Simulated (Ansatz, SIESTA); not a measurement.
**One structure in several programs: YCuSi₂Ni (I-4m2, 5 atoms in the cell)**

Self-consistent single point.

```yaml
crystal:
  lattice:
    - [-2.03085, 2.03085, 5.00370]
    - [2.03085, -2.03085, 5.00370]
    - [2.03085, 2.03085, -5.00370]
  atoms:
    - { symbol: Y, position: [0.00000, 0.00000, 0.00000] }
    - { symbol: Si, position: [0.62208, 0.62208, 0.00000] }
    - { symbol: Si, position: [0.37792, 0.37792, 0.00000] }
    - { symbol: Cu, position: [0.25000, 0.75000, 0.50000] }
    - { symbol: Ni, position: [0.75000, 0.25000, 0.50000] }
```

Shared settings, as Ansatz (a first-principles code) writes them: kpoints.mp_grid.grid = 9 9 9; scf.occupations.method = gaussian; scf.occupations.width = 0.272 eV. Potentials and cutoffs stand in the table.

```json
[
 {"code": "Ansatz", "model": "PBEsol, PAW files made with PBE", "pressure (GPa)": "-11.70", "largest force (eV/Å)": "0.294", "cutoff": "420 eV"},
 {"code": "SIESTA", "model": "GGA PBEsol, numerical atomic orbitals DZP, PseudoDojo PBEsol standard norm-conserving potentials (rewritten from UPF to PSML)", "pressure (GPa)": "-12.56", "largest force (eV/Å)": "0.349", "cutoff": "grid 400 Ry"}
]
```

On Ansatz's run: spin polarisation is off.

The spread over the programs that give each value: pressure within 0.86 GPa; largest force within 0.055 eV/Å.

SIESTA uses small atom-centred bases, whose incompleteness enters pressures, forces and empty levels differently from a plane-wave cutoff. Ansatz's pressure is given at a fixed set of plane waves, as the other plane-wave codes print theirs.

The starting cell comes from a database of computed structures (which also holds hypothetical and non-ambient phases and stackings), without a prior relaxation at this level. Its lattice was rescaled by a random factor within 2.5 % of one.

Keys are those of Ansatz 0.2.
